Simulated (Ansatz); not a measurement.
## Quick settings and what they miss: the (001) slab of Zn3Rh (cut from a parent of space group no. 139; 16 atoms in the cell)

Self-consistent single point.

```yaml
crystal:
  lattice:
    - [3.65152, 0.00000, 0.00000]
    - [0.00000, 3.65152, 0.00000]
    - [0.00000, 0.00000, 24.07160]
  atoms:
    - { symbol: Zn, position: [0.00000, 0.50000, 0.20771] }
    - { symbol: Zn, position: [0.50000, 0.00000, 0.20771] }
    - { symbol: Zn, position: [0.50000, 0.50000, 0.45825] }
    - { symbol: Zn, position: [0.50000, 0.00000, 0.37474] }
    - { symbol: Zn, position: [0.00000, 0.50000, 0.37474] }
    - { symbol: Zn, position: [0.00000, 0.00000, 0.29122] }
    - { symbol: Zn, position: [0.00000, 0.50000, 0.54175] }
    - { symbol: Zn, position: [0.50000, 0.00000, 0.54175] }
    - { symbol: Zn, position: [0.50000, 0.50000, 0.79229] }
    - { symbol: Zn, position: [0.50000, 0.00000, 0.70878] }
    - { symbol: Zn, position: [0.00000, 0.50000, 0.70878] }
    - { symbol: Zn, position: [0.00000, 0.00000, 0.62526] }
    - { symbol: Rh, position: [0.00000, 0.00000, 0.45825] }
    - { symbol: Rh, position: [0.50000, 0.50000, 0.29122] }
    - { symbol: Rh, position: [0.00000, 0.00000, 0.79229] }
    - { symbol: Rh, position: [0.50000, 0.50000, 0.62526] }
```

Level of theory: PBEsol, default PAW files made with PBE (plane waves; Ansatz, a quantum-chemistry and plane-wave program).

Base settings: basis.ecutwfc = 420 eV; kpoints.mp_grid.grid = 5 5 1; hamiltonian.xc = pbesol; hamiltonian.pseudopotentials = {kind: paw} (the program's default PAW files); scf.occupations.method = fermi_dirac; scf.occupations.width = 0.1 eV.

Tight run (finer mesh or higher cutoff; not a proven limit): basis.ecutwfc: 420 eV → 590 eV; kpoints.mp_grid.grid: 5 5 1 → 7 7 1; scf.convergence.dr2_threshold: default (1e-07 eV) → 1e-09 eV. It gave Fermi level (on the code's own zero) 8.39 eV; pressure averaged over the cell with its vacuum -1.97 GPa; largest force (vector length) 1.108 eV/Å.

Quick runs, as changes from the base:
- A: the base itself
- B: basis.ecutwfc: 420 eV → 250 eV; kpoints.mp_grid.grid: 5 5 1 → 6 6 1; hamiltonian.xc: pbesol → lda; scf.occupations.width: 0.1 eV → 0.272 eV; scf.convergence.dr2_threshold: default (1e-07 eV) → 0.001 eV [LDA (PW92)]
- C: basis.ecutwfc: 420 eV → 295 eV; kpoints.mp_grid.grid: 5 5 1 → 4 4 1
- D: basis.ecutwfc: 420 eV → 335 eV; kpoints.mp_grid.grid: 5 5 1 → 6 6 1

Energies are extrapolated to zero smearing width, which holds to low order in the width alone.

Dashes: energy of B, another energy zero; time of B, C, under 30 s.

† marks runs with another functional, U, potentials or spin treatment: their distance from the tight run is not a convergence error alone.

The count of work is k-points × plane waves × bands × iterations; it is no time. Core times come from one kind of shared machine and are given to one figure; runs under 30 s give none.

The starting cell comes from a database of computed structures (which also holds hypothetical and non-ambient phases and stackings), without a prior relaxation at this level. The slab is cut from that crystal, and its faces are unrelaxed. Its lattice was rescaled in the plane by a random factor within 2.5 % of one. Spin polarisation is off. The two faces of this cut differ, and no dipole correction was used. In the base run, forces exceed 1 eV/Å. Without a gap this mesh is coarse (it stands for a supercell whose shortest in-plane vector is 18 Å).

```tsv
run	energy less tight (meV/atom)	largest miss in a force vector (eV/Å)	count of work / tight	core time / tight (rough)
A	-5.0	0.036	0.27	0.5
B†	–	0.172	0.15	–
C	175.5	0.213	0.18	–
D	15.7	0.121	0.32	0.4
```

Among the runs at the tight run's level, the energy misses run from 5.0 to 175.5 meV/atom.

Left out of this page: 2 runs of the series outside the window shown, repeating another row's setting, or not comparable.

Keys are those of Ansatz 0.2.
